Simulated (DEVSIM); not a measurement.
Device: Ni/SiO2/p-GaSb capacitor, at 250 K.

```
layer (left to right)  material  thickness (nm)  Na (cm⁻³)
---------------------  --------  --------------  ---------
1                          SiO2            2.70          -
2                          GaSb             900     4.4e17
```

Metal gate on the left, work function 5.1 eV. Fixed charge at the semiconductor interface 0 cm⁻² (in units of +e); no interface traps.

This is a model device: material constants are rounded textbook-type values typed into the input, and sizes, dopings and lifetimes were drawn at random. Values at 300 K; Nc and Nv go as T^1.5, mobilities as T to minus their exponent, the gap by Varshni's rule with the affinity fixed.

| parameter | SiO2 | GaSb |
|---|---|---|
| gap (eV) | 9 | 0.726 |
| affinity (eV) | 0.9 | 4.06 |
| permittivity | 3.9 | 15.7 |
| Nc (cm⁻³) | - | 2.1e17 |
| Nv (cm⁻³) | - | 1.8e19 |
| Varshni α (eV/K) | - | 0.00042 |
| Varshni β (K) | - | 140 |

DEVSIM, 1D Poisson equation in equilibrium, Boltzmann statistics, complete ionisation; no quantum confinement or tunnelling. Metal contacts follow the ideal Schottky-Mott rule: no Fermi-level pinning, no interface dipoles.

The substrate doping was swept, all else fixed.

```json
[
 {"substrate doping (cm^-3)": "2.2e16", "minimum of the low-frequency capacitance (μF/cm²)": "___", "flat-band voltage (V)": "0.43"},
 {"substrate doping (cm^-3)": "4.4e16", "minimum of the low-frequency capacitance (μF/cm²)": "0.0948", "flat-band voltage (V)": "0.42"},
 {"substrate doping (cm^-3)": "8.8e16", "minimum of the low-frequency capacitance (μF/cm²)": "0.130", "flat-band voltage (V)": "0.40"},
 {"substrate doping (cm^-3)": "2.2e17", "minimum of the low-frequency capacitance (μF/cm²)": "0.186", "flat-band voltage (V)": "0.38"},
 {"substrate doping (cm^-3)": "4.4e17", "minimum of the low-frequency capacitance (μF/cm²)": "0.242", "flat-band voltage (V)": "0.37"},
 {"substrate doping (cm^-3)": "8.8e17", "minimum of the low-frequency capacitance (μF/cm²)": "0.312", "flat-band voltage (V)": "0.35"}
]
```

Task: Complete the blanks.

Result: 
- 2.2e16, minimum of the low-frequency capacitance (μF/cm²): 0.0729
